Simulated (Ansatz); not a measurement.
We consider LaAu (Pnma, No. 62; cell taken from a computed entry), described by LDA (plane waves, PAW; Ansatz, an electronic-structure program).

Numerical settings: plane-wave cutoff 500 eV, 8×12×10 k mesh (along the axes of the cell as run), Fermi–Dirac smearing 0.1 eV, scalar-relativistic PAW data made under PBE.

Computed at the level's own relaxed cell.

Q: Give the computed volume per atom.

A: 
volume per atom: 25.75 Å³/atom

The run finds no gap.

Note: the relaxation could not lower the start's symmetry, so the cell can be a saddle point above a distorted one.

Spin–orbit coupling is not included; it can shift volumes and moduli of such heavy elements.

Static lattice: no zero-point or thermal effects.

Cost on a shared machine: roughly 13 core-minutes.
